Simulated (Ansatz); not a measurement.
Base system: CdS in the wurtzite structure (space group P6_3mc, No. 186; a = 4.0741 Å, c = 6.6367 Å).

All numbers come from LDA (Ansatz, a quantum-chemistry and plane-wave program, PAW, no spin-orbit coupling).

One thing is altered: the cell is scaled by 0.9880 in all directions, atoms relaxed at fixed cell.

Question: Predict the new energy relative to the base.

Answer: The energy goes up by 6.8 meV/atom.

Question: What happens to the mean gap deformation potential ΔEg/Δln V?

Answer: The mean gap deformation potential ΔEg/Δln V amounts to -2.2 eV.

The cells carry an imposed strain or load. No phonon test of stability was made.
